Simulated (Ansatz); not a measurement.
**PtS2: energy against volume**

PtS2 (1T layered, P-3m1, 16.037 Å³/atom and stress up to 0.01 GPa in the relaxed cell, c along z) under hydrostatic pressure, with the cell free. PBEsol-D3(BJ) in Ansatz, a plane-wave DFT program (PAW, default set), 420 eV, 15×15×11 Γ-centred mesh, Fermi-Dirac smearing 0.05 eV; ions are relaxed, or left where forces stay under 0.02 eV/Å, within the symmetry of each cell. Against the start cell, which lies near the measured one, the relaxed cell differs by -12.0 % in volume and -13.0 % in c; the values below rest on it.

Here V stands for volume and E for E less E0.

| volume (Å³/atom) | E less E0 (meV/atom) | pressure (GPa) |
|---|---|---|
| 16.5558 | 3.43 | -2.00 |
| 16.2668 | 0.72 | -1.00 |
| 16.0366 | 0.00 | 0.00 |
| 15.9753 | 0.06 | 0.31 |
| 15.8960 | 0.31 | 0.71 |
| 15.7504 | 1.32 | 1.50 |
| 15.5090 | 4.71 | 3.00 |
| 15.2294 | 11.69 | 5.00 |
| 14.9278 | ? | ? |

The 8 complete rows are fitted with the third-order Birch-Murnaghan form, a cubic in V^(-2/3), E against V. With u = V^(-2/3) - 0.1582, the rows have u = -0.0042547, -0.0024367, -0.0009496, -0.0005476, -0.0000237, 0.0009496, 0.0025968, 0.0045589. Least squares gives E = 0.334 + 690.3·u + 363235·u² + 6993415·u³. Residuals (row less fit): -0.004, 0.013, 0.000, -0.004, -0.008, -0.003, 0.012, -0.003; standard error 0.010 (degrees of freedom: 4). Its minimum lies at u = -0.0009778, so V0 = (0.1572222)^(-3/2) = 16.04. There d²E/du² = 685400 and d³E/du³ = 4.196e7, so B0 = (4/9) × 16.04^(-7/3) × 685400 × 0.160218 = 75.2 GPa (the last factor turns the table's units into GPa), and B0' = 4 + (2/3) × 0.1572222 × (4.196e7)/685400 = 10.4. B0' rests on the cubic coefficient alone and has a standard error of 0.2 from these residuals.

Predict the withheld E at V = 14.9278 from the fit, and compare with the calculation.

u = 0.0067439, so E = 0.334 + 690.3 × 0.0067439 + 363235 × 0.0067439² + 6993415 × 0.0067439³ = 23.654 meV/atom. The calculation gives 23.40 meV/atom, 0.254 meV/atom below the prediction (1.1 % of the range of E in the table). The row lies outside the fitted rows, so this is an extrapolation. From the scatter of the fitted rows alone, a prediction at this place has a standard error of 0.046 meV/atom, so the miss is 5.5 times that.

This level leaves no gap over 0.05 eV at pressure -2.0, -1.0, 0.0, 0.3, 0.7, 1.5, 3.0, 5.0, 7.5 GPa. Spin-orbit coupling is left out, which can shift these values for the heavy elements here. Other structures, which can take over under pressure, weren't tried. The same form fitted to the pressure column gives B0' = 10.1; series where the two differ by over 0.4 aren't shown. Rows are the converged runs of the series near zero and its far end, less any whose ions stayed unrelaxed beside relaxed ones; series whose fitted rows scatter by over a few per cent of the range, as at a crossing or softening among them, aren't shown in this form.
